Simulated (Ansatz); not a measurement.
The starting structures come from a database of crystals and need not be the phases stable at ambient conditions.

Tunnelling through a barrier is set by its complex band structure: the current falls as exp(−2κd) with the smallest κ.

Here is the system:

```
Al2CdSe4
1.0
    7.66811     0.00000     0.00000
    0.00000    10.84435     0.00000
    3.83406     5.42218     3.83406
Al Cd Se
4 2 8
Direct
  0.75000   0.12500   0.50000
  0.25000   0.62500   0.00000
  0.25000   0.62500   0.50000
  0.75000   0.62500   0.00000
  0.50000   0.25000   0.00000
  0.00000   0.00000   0.00000
  0.72256   0.86128   0.55488
  0.22256   0.38872   0.00000
  0.27744   0.41616   0.44512
  0.77744   0.38872   0.00000
  0.27744   0.86128   0.00000
  0.77744   0.38872   0.44512
  0.72256   0.86128   0.00000
  0.22256   0.83384   0.55488
```

Space group of this cell: Fd-3m, spinel. The cell is taken as given; by PBEsol its mean pressure is -0.6 GPa.

Transport runs along the normal of the first two printed cell vectors, the (110) plane of the conventional cell.

The gap is the functional's own. No spin-orbit coupling. Mid-gap values are interpolated on the energy grid.

**Question.** State the band gap and the smallest decay constant κ at mid-gap according to Ansatz (a program for electronic structure) with PBEsol.

**Answer.** Gap 1.37 eV on a 8×8×8 mesh; κ = 0.088 1/Å, at the zone centre.
